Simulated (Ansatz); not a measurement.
Fluorite PbF2 (high-temperature phase)

Calculation: HSE06 in Ansatz (plane waves, PAW).

Run with plane-wave cutoff 520 eV, 6×6×6 k mesh, scalar-relativistic PAW data made under PBE.

Cell: relaxed at this level.

```json
{
  "elastic constant C11": "110 GPa",
  "elastic constant C12": "52.4 GPa",
  "elastic constant C44": "22.6 GPa",
  "Voigt–Reuss–Hill bulk modulus": "71.5 GPa",
  "Voigt–Reuss–Hill shear modulus (Hill average)": "24.8 GPa",
  "young_modulus": "66.7 GPa",
  "poisson_ratio": "0.345"
}
```

Measured, for comparison: elastic constant C11 96.1 ± 0.09 GPa, elastic constant C44 20.8 ± 0.01 GPa (room temperature, not corrected to a static lattice; as tabulated in Jamieson, Manghnani, Matsui, Ming, J. Geophys. Res. 91, 4643 (1986)). Computed (rounded) less measured: elastic constant C11 +14 %, elastic constant C44 +9 %. A static lattice is as a rule a little smaller and stiffer than an uncorrected measurement, which narrows the difference in the elastic constant C44 and would widen misses of the other sign.

Elastic constants are with the ions relaxed.

Spin–orbit coupling is not included; it can shift volumes and moduli of such heavy elements.

Static lattice: no zero-point or thermal effects.

The result took very roughly 20 core-minutes.

Ansatz is a program for electronic structure.
